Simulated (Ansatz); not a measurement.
The starting structures come from a database of crystals and need not be the phases stable at ambient conditions.

 Where the default PAW files enter, the runs use the earlier of Ansatz's two default sets.

The decay constant κ of evanescent states in the gap governs leakage through a thin film.

Data:

```xyz
16
Lattice="3.9588 0.0000 0.0000 -1.9794 5.2413 0.0000 0.0000 0.0000 10.5156" Properties=species:S:1:pos:R:3 pbc="T T T"
Ta     0.0000     2.0652     7.8867
Ta     1.9794     3.1761     2.6289
Ta     1.9794     3.8443     9.8841
Ta     0.0000     1.3970     0.6316
Ta     0.0000     1.3970     4.6263
Ta     1.9794     3.8443     5.8894
N      0.0000     0.4938     9.2660
N      1.9794     4.7475     1.2497
N      1.9794     4.7475     4.0081
N      0.0000     0.4938     6.5075
N      1.9794     2.0117     0.7791
N      0.0000     3.2296     9.7365
N      0.0000     3.2296     6.0369
N      1.9794     2.0117     4.4787
N      0.0000     2.4821     2.6289
N      1.9794     2.7592     7.8867
```

Space group of this cell: Cmcm. The cell is strained (all lengths scaled by 1.02); by r2SCAN its mean pressure is -15.6 GPa.

Transport runs along the normal of the first two printed cell vectors.

The gap is the functional's own. No spin-orbit coupling. Mid-gap values are interpolated on the energy grid.

**Question.** Compute, with Ansatz (an electronic-structure program) with r2SCAN, the band gap and the smallest decay constant κ at mid-gap.

**Answer.** Gap 1.56 eV on a 8×8×4 mesh; κ = 0.200 1/Å, at the zone centre.
